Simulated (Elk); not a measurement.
Elk run on NaCl (Fm-3m, 2 atoms in the cell): self-consistent single point.

Level of theory: PBE, all-electron FP-LAPW, Elk's shipped species files, APW+lo basis with extra local orbitals (Elk).

The change in words: lattice scaled by 0.98. Reference geometry:
```
CELL_PARAMETERS angstrom
      0.00000     2.75076     2.75076
      2.75076     0.00000     2.75076
      2.75076     2.75076     0.00000
ATOMIC_POSITIONS crystal
  Na 0.00000 0.00000 0.00000
  Cl 0.50000 0.50000 0.50000
```

Reference input (self-consistent single point, DFT, PBE, all-electron FP-LAPW, Elk's shipped species files, APW+lo basis with extra local orbitals): xctype = 20; rgkmax = 8; swidth = 0.000734986 Ha; ngridk = 8 8 8; tforce = true; gmaxvr = 18 1/bohr; lmaxapw = 10; lmaxo = 8; nxlo = 2; lorbcnd = true; lradstp = 2; nrmtscf = 2. This run's input differs from it in these lines:

```diff
@@ -43,5 +43,5 @@
 avec
-    0.0000000000    5.1981773654    5.1981773654
-    5.1981773654    0.0000000000    5.1981773654
-    5.1981773654    5.1981773654    0.0000000000
+    0.0000000000    5.0942140827    5.0942140827
+    5.0942140827    0.0000000000    5.0942140827
+    5.0942140827    5.0942140827    0.0000000000
```

Log, with long lists cut:

```
│ Self-consistent loop started │
│ Loop number : 1 │
 total energy                :     -627.972835754
│ Loop number : 2 │
 total energy                :     -627.926762684
RMS change in Kohn-Sham potential (target) :   0.6089571439     (  0.1000000000E-05)
Absolute change in total energy (target)   :   0.4607307017E-01 (  0.1000000000E-03)
│ Loop number : 3 │
 total energy                :     -626.314573797
RMS change in Kohn-Sham potential (target) :   0.3662054224     (  0.1000000000E-05)
Absolute change in total energy (target)   :    1.623707155     (  0.1000000000E-03)
│ Loop number : 4 │
   [... lines left out ...]
Absolute change in total energy (target)   :   0.4095976517E-03 (  0.1000000000E-03)
│ Loop number : 13 │
 total energy                :     -624.086696867
RMS change in Kohn-Sham potential (target) :   0.1559450589E-06 (  0.1000000000E-05)
Absolute change in total energy (target)   :   0.1318991576E-03 (  0.1000000000E-03)
│ Loop number : 14 │
 total energy                :     -624.086697461
RMS change in Kohn-Sham potential (target) :   0.3557672914E-07 (  0.1000000000E-05)
Absolute change in total energy (target)   :   0.3238095439E-04 (  0.1000000000E-03)
Convergence targets achieved

│ Loop number : 15 │

Energies :
 Fermi                       :     0.236664302644E-01
 total energy                :     -624.086697555

Density of states at Fermi energy :   0.1360581139E-06
 (states/Hartree/unit cell)

Estimated indirect band gap :   0.2082855940
 from k-point      1 to k-point      1
Estimated direct band gap   :   0.2082855940
 at k-point      1

Charges :
 core                        :    12.00000000
 valence                     :    16.00000000
 interstitial                :    2.187420155
 muffin-tins (core leakage)
  species :    1 (Na)
   atom    1                 :    10.07520649     (  0.2220446049E-15)
  species :    2 (Cl)
   atom    1                 :    15.73737335     (  0.1578740193E-04)
 total in muffin-tins        :    25.81257985
   [... lines left out ...]
   total force               :    -0.00000000    0.00000000   -0.00000000
   total magnitude           :     0.00000000
 species :    2 (Cl)
  atom :    1
   Hellmann-Feynman          :     0.00000000    0.00000000   -0.00000000
   IBS                       :    -0.00000000   -0.00000000    0.00000000
   total force               :     0.00000000   -0.00000000    0.00000000
   total magnitude           :     0.00000000
```

The run converged in 15 iterations. The count includes the last loop, which Elk runs after its targets are met. Against the reference run the free energy goes up by 33.8 meV/atom and the gap on the mesh goes from 5.397 to 5.668 eV.

The starting cell comes from a database of computed structures (which also holds hypothetical and non-ambient phases and stackings), without a prior relaxation at this level. Its lattice was rescaled by a random factor within 2.5 % of one. For this run, on top of that: lattice scaled by 0.98. Values depend on the basis (sphere radii, cutoffs, local orbitals), which need not be converged.

Cost on one core of a shared machine: roughly 30 s.
